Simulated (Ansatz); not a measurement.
Worked example: self-consistent single point of TiO2 (Imm2, 6 atoms in the cell) in Ansatz (a program for electronic structure).

Method of the run: LDA (PW92), harder PAW files (source: ansatz) made with PBE (plane waves; Ansatz).

The change in words: lattice scaled by 0.98; basis.ecutwfc: 420 eV → 1395 eV; hamiltonian.pseudopotentials: {kind: paw} (the program's default PAW files) → {kind: paw, source: ansatz}. Reference geometry:
```yaml
crystal:
  lattice:
    - [-1.88304, 1.88304, 4.73123]
    - [1.88304, -1.88304, 4.73123]
    - [1.88304, 1.88304, -4.73123]
  atoms:
    - { symbol: Ti, position: [0.75528, 0.25528, 0.50000] }
    - { symbol: Ti, position: [0.00000, 0.00000, 0.00000] }
    - { symbol: O, position: [0.54200, 0.04200, 0.50000] }
    - { symbol: O, position: [0.79200, 0.79200, 0.00000] }
    - { symbol: O, position: [0.20800, 0.20800, 0.00000] }
    - { symbol: O, position: [0.95800, 0.45800, 0.50000] }
```

Reference input (self-consistent single point, DFT, LDA (PW92), plane waves, default PAW files made with PBE): basis.ecutwfc = 420 eV; kpoints.mp_grid.grid = 6 6 6; hamiltonian.xc = lda; hamiltonian.pseudopotentials = {kind: paw} (the program's default PAW files); scf.occupations.method = fermi_dirac; scf.occupations.width = 0.02 eV. This run's input differs from it in these lines:

Ansatz 0.2 input:
```diff
@@ -3,5 +3,5 @@
   lattice:
-    - [-1.883038, 1.883038, 4.731225]
-    - [1.883038, -1.883038, 4.731225]
-    - [1.883038, 1.883038, -4.731225]
+    - [-1.845377, 1.845377, 4.636600]
+    - [1.845377, -1.845377, 4.636600]
+    - [1.845377, 1.845377, -4.636600]
   atoms:
@@ -14,3 +14,3 @@
 basis:
-  ecutwfc: 420.0
+  ecutwfc: 1395.0
 kpoints:
@@ -19,3 +19,3 @@
   xc: lda
-  pseudopotentials: { kind: paw }
+  pseudopotentials: { kind: paw, source: ansatz }
 scf:
```

Log, with long lists cut:

```
SCF iter   1: F=—  HF=-7133.106777 eV  |F-HF|=—  |Δ(HF+E_count)|=         —  Δρ=1.29e-1  dr2=1.10e1  ethr=3.10e-3  ⟨swp⟩=6.3  Hψ=5541  notcnv=0
all-band conjugate gradients solve this SCF's bands
preconditioner: auto → none
SCF iter   2: F=—  HF=-7133.824353 eV  |F-HF|=—  |Δ(HF+E_count)|=   7.18e-1  Δρ=2.02e-1  dr2=2.27e1  ethr=3.10e-3  ⟨swp⟩=4.1  Hψ=3603  notcnv=0  defer=82
   [... lines left out ...]
SCF iter   7: F=—  HF=-7130.554710 eV  |F-HF|=—  |Δ(HF+E_count)|=   8.77e-4  Δρ=2.08e-4  dr2=1.28e-5  ethr=9.34e-6  ⟨swp⟩=2.2  Hψ=2141  notcnv=0  defer=70
SCF iter   8: F=—  HF=-7130.554610 eV  |F-HF|=—  |Δ(HF+E_count)|=   1.00e-4  Δρ=7.59e-5  dr2=2.92e-6  ethr=2.66e-8  ⟨swp⟩=2.1  Hψ=2465  notcnv=0  defer=70
SCF iter   9: F=—  HF=-7130.554610 eV  |F-HF|=—  |Δ(HF+E_count)|=   5.21e-7  Δρ=2.31e-5  dr2=2.66e-7  ethr=6.09e-9  ⟨swp⟩=2.0  Hψ=1837  notcnv=0  defer=70
SCF iter  10: F=-7130.554609 eV  HF=-7130.554610 eV  |F-HF|=1.81e-8  |Δ(HF+E_count)|=   4.51e-8  Δρ=5.74e-6  dr2=1.98e-8  ethr=2.08e-10  ⟨swp⟩=10.4  Hψ=5588  notcnv=0
SCF 1 converged in 10 iterations: F = -7130.554609 eV  dr2 = 1.98e-8
Free energy (F): -7130.554609 eV
Internal energy: -7130.554609 eV  (E = F + TS)
E sigma→0 (E₀):  -7130.554609 eV
Fermi energy:    8.977355 eV
--- Forces (eV/Å), atoms counted from 1 ---
  atom   1  Ti     0.00000000     0.00000000    -1.07082074
  atom   2  Ti     0.00000000     0.00000000     0.45171386
  atom   3  O      0.00000000     0.00000000    -0.26589415
  atom   4  O      0.00000000     0.00000000    -0.30379514
  atom   5  O      0.00000000     0.00000000     0.51394506
  atom   6  O      0.00000000     0.00000000     0.67483495
--- Stress (GPa, compression-positive) ---
       15.038631       0.000000       0.000000
        0.000000       7.953783       0.000000
        0.000000       0.000000      14.467435
  P = ⅓ Tr σ = 12.4866 GPa (124.866 kbar)
  The stress holds the Pulay correction. Without it, at fixed plane waves, as pw.x and ABINIT print it: P = 12.4720 GPa
```

The run converged in 10 iterations. Against the reference run the pressure goes from -3.23 to 12.49 GPa, the largest force goes from 0.849 to 1.071 eV/Å and the gap on the mesh goes from 2.089 to 2.205 eV.

The starting cell has typed, rounded lattice constants, without a prior relaxation at this level. Its lattice was rescaled by up to half a per cent. One atom was moved a little off its site on purpose. For this run, on top of that: lattice scaled by 0.98. Forces in this geometry exceed 1 eV/Å. Ansatz's pressure includes its estimate of the finite-basis (Pulay) stress.

Cost on one core of a shared machine: roughly 40 s.
